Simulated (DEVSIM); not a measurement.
System: Pt/SiON/p-Ge capacitor, at 400 K.

Layer 1 from the left is SiON, thickness (nm) 26.0. Layer 2 from the left is Ge, thickness (nm) 7000, Na (cm⁻³) 7.3e15.

Metal gate on the left, work function 5.6 eV. Fixed charge at the semiconductor interface -1.5e11 cm⁻² (in units of +e); no interface traps.

This is a model device: material constants are rounded textbook-type values typed into the input, and sizes, dopings and lifetimes were drawn at random. Values at 300 K; Nc and Nv go as T^1.5, mobilities as T to minus their exponent, the gap by Varshni's rule with the affinity fixed.

SiON: gap (eV) 7, affinity (eV) 1.4, permittivity 5.5. Ge: gap (eV) 0.664, affinity (eV) 4, permittivity 16, Nc (cm⁻³) 1.04e19, Nv (cm⁻³) 6e18, Varshni α (eV/K) 0.000477, Varshni β (K) 235.

Model (solved in DEVSIM): 1D Poisson equation in equilibrium, Boltzmann statistics, complete ionisation; no quantum confinement or tunnelling. Metal contacts follow the ideal Schottky-Mott rule: no Fermi-level pinning, no interface dipoles.

Q: What does the simulation give for the minimum of the low-frequency capacitance, the flat-band voltage, the threshold voltage (band bending 2φF)?

A: minimum of the low-frequency capacitance 0.0834 μF/cm²; flat-band voltage 1.35 V; threshold voltage (band bending 2φF) 1.57 V.
